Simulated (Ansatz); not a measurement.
Base system: PbS in the rock salt structure (space group Fm-3m, No. 225; a = 5.845 Å).

Level of theory: LDA, PAW, 420 eV (Ansatz, an electronic-structure program; no spin-orbit coupling).

For the base:

* **Pressure**: 0.0 kbar

Perturbation: every lattice vector is stretched by 1.00 %, atoms relaxed at fixed cell.

Task: What happens to the energy relative to the base?

Result: The energy goes up by 4.4 meV/atom.

Task: Estimate the effect on the pressure.

Result: The pressure goes from zero to -18.0 kbar.

The cells carry an imposed strain or load. Stability against distortions was not tested.
